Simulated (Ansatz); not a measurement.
BeSe (model structure, started from the BeO type, P4₂/mnm, No. 136, 8 atoms in the cell), treated with PBEsol (Ansatz, a first-principles code, plane waves, PAW).

Numerical settings: plane-wave cutoff 520 eV, 6×6×10 k mesh (along the axes of the cell as run), Fermi–Dirac smearing 0.01 eV, scalar-relativistic PAW data made under PBE.

Cell (relaxed at this level):

```
BeSe
1.0
    6.22851     0.00000     0.00000
    0.00000     6.22851     0.00000
    0.00000     0.00000     3.64561
Be Se
4 4
Direct
  0.33093   0.66907   0.00000
  0.66907   0.33093   0.00000
  0.83093   0.83093   0.50000
  0.16907   0.16907   0.50000
  0.30920   0.30920   0.00000
  0.69080   0.69080   0.00000
  0.19080   0.80920   0.50000
  0.80920   0.19080   0.50000
```

What does this level give for the band gap and bulk modulus?


band gap: 2.75 eV (on the SCF k mesh)
bulk modulus: 72.2 GPa

Note: the bulk modulus is −V dP/dV from two relaxed cells at ±2 % in volume; the relaxation could raise the start's symmetry but not lower it, so the cell can be a saddle point.

Spin–orbit coupling is not included.

Static lattice: no zero-point or thermal effects.

A model structure was made by putting elements into a prototype or built by hand; it is no filed structure, need not be a known phase, and can be a saddle point held by its symmetry.
